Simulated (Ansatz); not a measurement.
A. Be in the hcp (Mg type) structure
B. Ge (diamond, Fd-3m)
C. MgS (rock salt, Fm-3m)
D. WC (P-6m2, relaxed from the WC type)

Q: Rank these crystals by Grüneisen parameter at 300 K, lowest first, as the quasi-harmonic free energy on PBEsol in Ansatz (a quantum-chemistry and plane-wave program) gives it.

A: B (0.79), A (1.17), D (1.48), C (1.69)

 Spin-orbit coupling is not included. The runs of WC (PBEsol) noted for some cells that some bands missed the eigensolver's tolerance; how far this moves their values was not measured.

Whether this phase is the stable one at each condition was not tested.
